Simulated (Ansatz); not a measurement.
Start from C in the diamond structure (space group Fd-3m, No. 227).

```
CELL_PARAMETERS angstrom
      0.00000     1.77690     1.77690
      1.77690     0.00000     1.77690
      1.77690     1.77690     0.00000
ATOMIC_POSITIONS crystal
  C  0.00000 0.00000 0.00000
  C  0.25000 0.25000 0.25000
```

Cartesian axes are those of the cell as printed.

Level of theory: DFT with PBEsol, PAW potentials and a 420 eV plane-wave cutoff in Ansatz (a program for electronic structure), no spin-orbit coupling.

Before the change:

| Item | Result |
|---|---|
| Valley order | a point along ⟨100⟩, about 1.3 Å⁻¹ from Γ 4.03 eV |
| Pressure | 0.00 GPa |
| Valence-band top at Γ | 0.00, 0.00, 0.00 eV |

The change: compressive biaxial strain of 1.67 % in the plane normal to [111], as in epitaxy on a mismatched substrate; the out-of-plane cell vector and the atoms relax.

What happens to the ratio −ε⊥/ε∥?

The ratio −ε⊥/ε∥ comes out as 0.12.

How does this affect the valley order?

The valley order (the lowest conduction-band minima on the path, energy above the VBM, named in the base's zone) changes from a point along ⟨100⟩, about 1.3 Å⁻¹ from Γ 4.03 eV to a point along [010], about 1.3 Å⁻¹ from Γ 4.05 eV; Γ 5.25 eV.

What does the calculation give for the pressure after the change?

The pressure (mean of the normal stresses, compression positive) goes from zero to 15.31 GPa.

Predict the new valence-band top at Γ.

The valence-band top at Γ (three highest levels, from the VBM) changes from 0.00, 0.00, 0.00 eV to 0.00, 0.00, -0.10 eV.

The levels and masses belong to the bands next to the band gap. Stability against distortions was not tested.
